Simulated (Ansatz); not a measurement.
Ba₂ZrS₄ (I4/mmm, No. 139; cell taken from a computed entry)

The numbers are results of LDA in Ansatz (plane waves, PAW), not measurements.

Numerical settings: plane-wave cutoff 520 eV, 10×10×10 k mesh, Fermi–Dirac smearing 0.01 eV, scalar-relativistic PAW data made under PBE.

Cell (relaxed with PBEsol):

```cif
data_Ba4S8Zr2
_chemical_formula_sum 'Ba4 Zr2 S8'
_space_group_name_H-M_alt 'I4/mmm'
_space_group_IT_number 139
_space_group_name_Hall '-I 4 2'
_cell_length_a 4.92568
_cell_length_b 4.92568
_cell_length_c 15.57165
_cell_angle_alpha 90.000
_cell_angle_beta 90.000
_cell_angle_gamma 90.000
loop_
_atom_site_label
_atom_site_type_symbol
_atom_site_symmetry_multiplicity
_atom_site_Wyckoff_symbol
_atom_site_fract_x
_atom_site_fract_y
_atom_site_fract_z
_atom_site_occupancy
Ba1 Ba 4 e 0.00000 0.00000 0.35898 1
Zr1 Zr 2 a 0.00000 0.00000 0.00000 1
S1 S 4 c 0.00000 0.50000 0.00000 1
S2 S 4 e 0.00000 0.00000 0.16421 1
```
(The calculation used a cell of 7 atoms; values per cell refer to that cell.)

- band gap = 0.43 eV
- smallest direct gap on the k points sampled = 0.54 eV

Note: cell and atoms aren't relaxed at this level (largest force component 0.06 eV/Å, pressure -1.7 GPa).

Spin–orbit coupling is not included.

The result took roughly 100 core-seconds.

Ansatz is an electronic-structure program.
